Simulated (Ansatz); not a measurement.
Base system: V$_{3}$Si in the A15 (Cr3Si type) structure (space group Pm-3n, No. 223; a = 4.650 Å).

The values are results of PBEsol (Ansatz, a quantum-chemistry and plane-wave program), without spin-orbit coupling, not measurements.

Base values:

The pressure is 0.0 GPa and the band gap is zero.

Now apply this change: every lattice vector is stretched by 4.11 %; the atoms relax in the strained cell.

Problem. What happens to the pressure, energy relative to the base and band gap?

Solution. The pressure goes from zero to -19.6 GPa; the energy goes up by 109 meV/atom; the band gap remains zero.

Stability against distortions was not tested. Starting moments died away, wholly or in part, for the base; another magnetic solution may exist. All final runs are without spin polarisation.
